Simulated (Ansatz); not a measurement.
Cubic perovskite BaZrO₃, treated with LDA in Ansatz (plane waves, PAW).

Numerical settings: plane-wave cutoff 520 eV, 6×6×6 k mesh, perturbation theory, scalar-relativistic PAW data made under PBE.

The cell has the measured lattice parameters. Conventional cell: a = 4.1910 Å, b = 4.1910 Å, c = 4.1910 Å, α = 90.00°, β = 90.00°, γ = 90.00°.

Harmonic phonon frequencies (cm⁻¹; i marks an imaginary mode; at Γ without the LO shift):

| q point | frequencies |
|---|---|
| Γ | 0 0 0 76 76 76 176 176 176 189 189 189 485 485 485 |
| X | 71 71 112 112 126 190 190 211 216 251 251 419 471 471 704 |
| M | 49 70 70 73 139 192 192 262 262 339 339 390 455 534 753 |
| R | 63i 63i 63i 88 88 88 298 298 298 350 350 350 522 522 783 |

Imaginary modes appear, so the structure is dynamically unstable at this level.

Note: the run finds an imaginary mode (63i cm⁻¹), so the cell is a saddle point at this level; the cell isn't this level's own, so it is under some stress, which shifts stiffness and frequencies.

Ansatz is a program for electronic structure.
